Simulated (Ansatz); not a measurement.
Start from FeO in the rock salt structure (space group Fm-3m, No. 225; a = 4.311 Å; ferromagnetic; relaxed with 0.1 eV smearing).

All numbers come from PBE, PAW, 420 eV (Ansatz, a first-principles code; no SOC).

Base values:

The pressure is 0.0 GPa and the largest site moment is 3.45 μB. The magnetic state is ferromagnetic. The band gap is zero.

It is then changed as follows: every lattice vector is stretched by 4.34 %, atoms relaxed at fixed cell.

Q: Estimate the effect on the pressure, energy relative to the base, largest site moment, magnetic state and band gap.

A: The pressure goes from zero to -17.4 GPa; the energy grows by 83 meV/atom; the largest site moment increases by 0.059 μB, from 3.45 μB to 3.50 μB; the magnetic state stays ferromagnetic; the band gap stays zero.

The cells carry an imposed strain or load. Whether these cells are dynamically stable was not tested. No Hubbard U is applied and the magnetic state is the run's own (FeO ferromagnetic); other magnetic orders, which need larger cells, were not tried and can change the gap. In its common phase, real FeO is an antiferromagnetic insulator at low temperature.
